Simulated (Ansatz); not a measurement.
Results of LDA (Ansatz, a quantum-chemistry and plane-wave program, plane waves, PAW) for TiSi2 (model structure, started from the C54 type, Fddd, No. 70, 6 atoms in the cell).

Run with plane-wave cutoff 520 eV, 16×16×16 k mesh, Fermi–Dirac smearing 0.05 eV, no spin polarisation, scalar-relativistic PAW data made under PBE.

Cell (relaxed at this level):

```yaml
crystal:
  lattice:
    - [0.00000, 4.06060, 4.22004]
    - [2.36295, 0.00000, 4.22004]
    - [2.36295, 4.06060, 0.00000]
  atoms:
    - { symbol: Si, position: [0.66417, 0.33583, 0.66417] }
    - { symbol: Si, position: [0.33583, 0.66417, 0.33583] }
    - { symbol: Si, position: [0.58583, 0.91417, 0.58583] }
    - { symbol: Si, position: [0.91417, 0.58583, 0.91417] }
    - { symbol: Ti, position: [0.00000, 0.00000, 0.00000] }
    - { symbol: Ti, position: [0.25000, 0.25000, 0.25000] }
```

**Question.** Estimate the bulk modulus B0 that the calculation returns.

**Answer.** 
- bulk modulus B0 = 158 GPa

The run finds no gap.

Note: the bulk modulus is −V dP/dV from two relaxed cells at ±2 % in volume.

The computed numbers hold no vibrational or temperature effects.

Computing time: around 8 core-minutes (rough).

A model structure was made by putting elements into a prototype or built by hand; here it ended with the formula and space group of a phase in our tables.
